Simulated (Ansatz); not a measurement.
The reference is BaZrO₃ in the cubic perovskite structure (space group Pm-3m, No. 221; a = 4.181 Å). Axes: x, y, z lie along the cube axes.

All numbers come from PBEsol (Ansatz, a quantum-chemistry and plane-wave program), no SOC.

It is then changed as follows: a pure shear with ε_xy = ε_yx = 0.0067, atoms relaxed at fixed cell.

Q: Predict the stress tensor and what it implies for the stiffness.

A: Stress of the strained cell less that of the base (GPa, compression positive):
```
   0.01   -1.14    0.00
  -1.14    0.01    0.00
   0.00    0.00    0.01
```

Then −Δσ/γ with γ = 2ε = 0.0134 gives relaxed-ion elastic constants: C66 ≈ 85 GPa.

Stability against distortions was not tested.
